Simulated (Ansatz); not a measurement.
Response to strain in MoSi2

The reference is MoSi2 (space group P6_222, No. 180; a = 4.5847 Å, c = 6.5776 Å; a cell from a computed database, its experimental status unchecked). Axes: x lies along a and z along c of the hexagonal cell.

Strains are applied to the cell and any free atomic positions relax; under biaxial strain the out-of-plane vector relaxes too; under stress the whole cell relaxes.

Method: r2SCAN (Ansatz, a quantum-chemistry and plane-wave program; PAW; 500 eV plane waves; no spin-orbit coupling), earlier PAW set.

Notes on the quantities. pressure: mean of the normal stresses, compression positive.

| case | shortest interatomic distance | pressure | band gap |
|---|---|---|---|
| base | 2.550 Å | -0.1 kbar | 0.16 eV |
| biaxial strain −4.86 %, plane normal [001], relaxed out of plane | 2.485 Å | 190.2 kbar | 0.41 eV |
| biaxial strain −4.70 %, plane normal [001], relaxed out of plane | 2.489 Å | 182.1 kbar | 0.39 eV |
| biaxial strain −3.60 %, plane normal [001], relaxed out of plane | 2.516 Å | 130.6 kbar | 0.32 eV |
| biaxial strain −2.29 %, plane normal [001], relaxed out of plane | 2.548 Å | 77.0 kbar | 0.24 eV |
| uniaxial strain ε_xx = +5.92 % | 2.547 Å | -101.0 kbar | 0.10 eV |
| uniaxial strain ε_zz = −0.89 % | 2.532 Å | 21.7 kbar | 0.14 eV |
| uniaxial stress, 0.5 GPa tension along x | 2.549 Å | – | 0.15 eV |
| tensor shear ε_yz = −1.36 % | 2.531 Å | 1.1 kbar | 0.13 eV |

Stability under load was not tested beyond the relaxation. The zero or small gap of MoSi2 can change with the level of theory.
